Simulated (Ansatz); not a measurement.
Response to strain in BN

Take BN in the h-BN type structure (space group P6_3/mmc, No. 194; a = 2.500 Å, c = 6.525 Å; layered, stacked along the Cartesian z axis) as the base. Axes: x lies along a and z along c of the hexagonal cell.

Strains are applied to the cell and any free atomic positions relax; under stress the whole cell relaxes.

Levels (all Ansatz, a quantum-chemistry and plane-wave program, PAW, earlier PAW set): r2SCAN+rVV10 (500 eV, scalar-relativistic without spin-orbit coupling); HSE06 (420 eV, no spin-orbit coupling).

Band gaps by level, all at the geometries relaxed with r2SCAN+rVV10:

```csv
case,r2SCAN+rVV10,HSE06
base,4.74 eV,5.52 eV
uniaxial strain ε_xx = −0.88 %,4.72 eV,5.50 eV
uniaxial strain ε_yy = −0.84 %,4.73 eV,5.52 eV
"strain tensor (xx, yy, zz, yz, xz, xy) = (+0.44, +0.73, −2.27, −0.31, +0.60, −0.15) %",4.66 eV,5.44 eV
"uniaxial stress, 8 GPa compression along x",4.71 eV,5.49 eV
tensor shear ε_yz = +1.84 %,4.72 eV,5.51 eV
```

Single points use the geometry relaxed with r2SCAN+rVV10. HSE06 gaps are upper bounds (no full band path). Stability under load was not tested beyond the relaxation.
